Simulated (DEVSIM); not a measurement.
Structure: abrupt Si n-p junction, at 300 K.

```
layer (left to right)  material  thickness (μm)  Nd (cm⁻³)  Na (cm⁻³)  τn (s)  τp (s)
---------------------  --------  --------------  ---------  ---------  ------  ------
1                            Si            5.40     9.1e17          -  4.8e-5  4.8e-5
2                            Si            2.60          -     9.6e17  4.8e-5  4.8e-5
```

Left contact: ohmic. Right contact: ohmic. Voltage is applied to the left contact. Recombination: SRH at mid-gap, Auger. Mobility is μmin + (μ − μmin)/(1 + (N/Nref)^α).

Constants are typed, rounded textbook-type inputs, not results; the design itself was drawn at random and stands for no fabricated device. Values at 300 K.

```csv
parameter,Si
gap (eV),1.124
affinity (eV),4.05
permittivity,11.7
Nc (cm⁻³),2.86e19
Nv (cm⁻³),3.1e19
μn (cm²/Vs),1417
μp (cm²/Vs),470
"μn,min",52
"μp,min",45
"Nref,n",9.7e16
"Nref,p",2.2e17
αn,0.68
αp,0.72
Cn (cm⁶/s),2.8e-31
Cp (cm⁶/s),9.9e-32
```

Simulated with DEVSIM: 1D drift-diffusion, Boltzmann statistics, complete ionisation; no tunnelling, impact ionisation, image-force lowering or self-heating.

The doping Na of layer 2 was swept, all else fixed.

| doping Na of layer 2 (cm^-3) | dark forward voltage at 100 A/cm² (V) | potential step across the device at zero bias (V) | largest field in the device at zero bias (V/cm) | dark forward voltage at 1 A/cm² (V) |
|---|---|---|---|---|
| 2.9e16 | 0.730 | 0.855 | 89000 | 0.606 |
| 9.6e16 | 0.767 | 0.886 | 150000 | 0.645 |
| 2.9e17 | 0.804 | 0.914 | 240000 | 0.683 |
| 9.6e17 | 0.843 | 0.945 | 360000 | 0.723 |
| 2.9e18 | 0.869 | 0.974 | 440000 | 0.748 |
| 9.6e18 | 0.880 | 1.005 | 500000 | 0.759 |

From the first row to the last the dark forward voltage at 100 A/cm² goes from 0.730 to 0.880. From the first row to the last the potential step across the device at zero bias goes from 0.855 to 1.005.
